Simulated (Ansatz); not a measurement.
MgS (Fm-3m) under hydrostatic pressure: band gap by PBEsol, rigid bands (plane waves, PAW, scalar-relativistic; Ansatz, a quantum-chemistry and plane-wave program). The unloaded cell, whose axes the loads refer to:

Space group Fm-3m (No. 225); a = b = c = 5.1819 Å, α = β = γ = 90.00°

| atom | site | symmetry | x | y | z |
|---|---|---|---|---|---|
| Mg | 4a | m-3m | 0.0000 | 0.0000 | 0.0000 |
| S | 4b | m-3m | 0.5000 | 0.5000 | 0.5000 |
(The calculation used a cell of 2 atoms; values per cell refer to that cell.)

```
hydrostatic pressure (GPa)  volume per atom (Å³)  band gap (eV)
--------------------------  --------------------  -------------
-2                                         17.87           2.67
0                                          17.39           2.73
5                                          16.43              ?
15                                         15.07           3.00
```

### Question
Fit a straight line to band gap against the load over the rows given, and predict the row at 5 GPa.

### Answer
The means are x̄ = 4.333 GPa and ȳ = 2.8000; Σ(x − x̄)(y − ȳ) = 3.260 and Σ(x − x̄)² = 172.7, so the slope is 18.9 meV per GPa, and the rows given lie within 12 meV of the line. At 5 GPa the line gives 2.81 eV; the calculation gives 2.84 eV, 0.97 % from it.

### Question
With all rows, what volume deformation potential dE_g/d ln V follows?

### Answer
A line through E_g against ln V has the slope -1.9 eV, so the gap opens under compression.

Spin-orbit coupling is left out. Stresses and pressures are the targets of the relaxation. Gaps are resolved to about 0.01 eV. The structure type is held at every load. Geometry: cell and atoms relaxed with PBEsol.
